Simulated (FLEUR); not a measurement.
FLEUR run on MgCd₃ (P-6m2, 4 atoms in the cell): self-consistent single point.

Computed with PBEsol, all-electron FLAPW (FLEUR), scalar-relativistic valence run with FLEUR.

The change in words: lattice scaled by 0.98. Reference geometry:
```yaml
crystal:
  lattice:
    - [3.13458, 0.00000, 0.00000]
    - [-1.56729, 2.71463, 0.00000]
    - [0.00000, 0.00000, 10.03841]
  atoms:
    - { symbol: Mg, position: [0.00000, 0.00000, 0.50000] }
    - { symbol: Cd, position: [0.00000, 0.00000, 0.00000] }
    - { symbol: Cd, position: [0.66667, 0.33333, 0.74779] }
    - { symbol: Cd, position: [0.66667, 0.33333, 0.25221] }
```

Reference input (self-consistent single point, DFT, PBEsol, all-electron FLAPW (FLEUR), scalar-relativistic valence): Kmax = 3.8 1/bohr; GmaxXC = 15.2 1/bohr; xcFunctional = PBEs; jspins = 1; l_soc = F; mode = gauss; fermiSmearingEnergy = 0.00183747 Htr; mesh (inpgen div1-3) = 10 10 3; inpgen gamma flag = true; Gmax = 15.2 1/bohr; numbands = 0; maxIterBroyd = 40. This run's input differs from it in these lines:

```diff
@@ -3,5 +3,5 @@
 &input film=f /
-3.1345800518 -0.0000000120 0.0000000000
--1.5672900155 2.7146259611 0.0000000000
-0.0000000000 0.0000000000 10.0384100000
+3.0718879737 0.0000000061 0.0000000000
+-1.5359439921 2.6603330197 0.0000000000
+0.0000000000 0.0000000000 9.8376420000
 1.8897261246
@@ -46,5 +46,5 @@
          <bravaisMatrix>
-            <row-1>    5.9234978135364811    -0.0000000226767135     0.0000000000000000</row-1>
-            <row-2>   -2.9617488871150890     5.1298995972080528     0.0000000000000000</row-2>
-            <row-3>    0.0000000000000000     0.0000000000000000    18.9698456264458848</row-3>
+            <row-1>    5.8050269557454470     0.0000000115273294     0.0000000000000000</row-1>
+            <row-2>   -2.9025134877937857     5.0273008074630958     0.0000000000000000</row-2>
+            <row-3>    0.0000000000000000     0.0000000000000000    18.5904490918621939</row-3>
          </bravaisMatrix>
```

Log, with long lists cut:

```
 Iteration:     1   Distance:       6.31152797 me/bohr^3
 Iteration:     2   Distance:       5.49890942 me/bohr^3
 Iteration:     3   Distance:       3.14213192 me/bohr^3
 Iteration:     4   Distance:       2.33957958 me/bohr^3
 Iteration:     5   Distance:       2.12649473 me/bohr^3
   [... 9 lines left out ...]
 Iteration:    15   Distance:       0.00031462 me/bohr^3
 Iteration:    16   Distance:       0.00002385 me/bohr^3
 Iteration:    17   Distance:       0.00002241 me/bohr^3
 Iteration:    18   Distance:       0.00000284 me/bohr^3
 Reset of history
 Run finished successfully
 Stop message:
   Structural relaxation: new displacements generated

[file out, last iteration]
             iter=     19
[...]
          total density-effective poten   -2.7965554781E+04
          total charge density-energy d   -4.7244494349E+02
 Updated energy parameters for spin:           1
[...]
 fermi energy and band-weighting factors:
    0.852135

[...]
FERMIE:
          first approx. to ef    (T=0)  :   0.272991 htr   (energy of the highest occ. eigenvalue)
          number of occ. states  (T=0)  :        900
          first approx. to seigv (T=0)  : -51.346069 htr
          sum of weights of occ. states :  32.003333
          sum of semicore charge        :   0.000000 e
          fermi energy=   0.27355 har   work function=  -7.44368 ev
          number of valence electrons=  64.00000
   [... lines left out ...]
          total moment                 =     0.00000
 Direct bandgap for spin            1 :    1.2644378460481054E-002  Htr
 ---->    free energy=                    -16980.2116080564 htr
   [... lines left out ...]
 TOTAL FORCE FOR ATOM TYPE=  1  X=  0.000   Y=  0.000   Z=  9.295
                       FX_TOT= 0.000000 FY_TOT= 0.000000 FZ_TOT= 0.000000
 TOTAL FORCE FOR ATOM TYPE=  2  X=  0.000   Y=  0.000   Z=  0.000
                       FX_TOT= 0.000000 FY_TOT= 0.000000 FZ_TOT= 0.000000
 TOTAL FORCE FOR ATOM TYPE=  3  X= -2.903   Y=  1.676   Z= -4.689
                       FX_TOT= 0.000000 FY_TOT= 0.000000 FZ_TOT=-0.001254
```

The run converged in 18 iterations. FLEUR gives forces in its relaxation mode, with a further iteration, so its stop message speaks of a relaxation. Against the reference run the total energy rises by 6.6 meV/atom and the largest force goes from 0.023 to 0.064 eV/Å.

The starting cell comes from a database of computed structures (which also holds hypothetical and non-ambient phases and stackings), without a prior relaxation at this level. For this run, on top of that: lattice scaled by 0.98. Values depend on the basis (sphere radii, cutoffs, local orbitals), which need not be converged. The log's line on a gap gives a spacing of levels on this mesh, which the program prints for metals too.

Cost on one core of a shared machine: roughly 3 min.
